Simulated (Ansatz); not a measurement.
The parent structure is InSe in the beta-GaS type structure (space group P6_3/mmc, No. 194; a = 4.0321 Å, c = 16.7641 Å; layered, stacked along the Cartesian z axis).

(Cell as relaxed with PBE-D3(BJ).)

Levels (all Ansatz, an electronic-structure program, PAW): PBE-D3(BJ) (420 eV, no spin-orbit coupling); PBEsol-D3(BJ) (420 eV, scalar-relativistic without spin-orbit coupling).

Each level relaxes its own structure.

```tsv
base	PBE-D3(BJ)	PBEsol-D3(BJ)
volume per atom	29.50 Å³	27.59 Å³
lattice parameter a	4.032 Å	3.953 Å
```

Now apply this change: cell and atoms relaxed at a pressure of 0.3 GPa.

```tsv
quantity	PBE-D3(BJ)	PBEsol-D3(BJ)
c/a ratio	4.147	?
volume per atom	29.17 Å³	?
```

What does PBEsol-D3(BJ) give?


- c/a ratio, PBEsol-D3(BJ): 4.120
- volume per atom, PBEsol-D3(BJ): 27.35 Å³

PBE-D3(BJ)'s c/a ratio lies 0.027 above PBEsol-D3(BJ)'s; PBE-D3(BJ)'s volume per atom lies 1.82 Å³ above PBEsol-D3(BJ)'s (6.7 %). Neither level is exact; PBEsol-D3(BJ) is the comparison here, not a measurement.

Load acts through the strain it causes; cell and atoms are relaxed under it. No phonon test of stability was made.
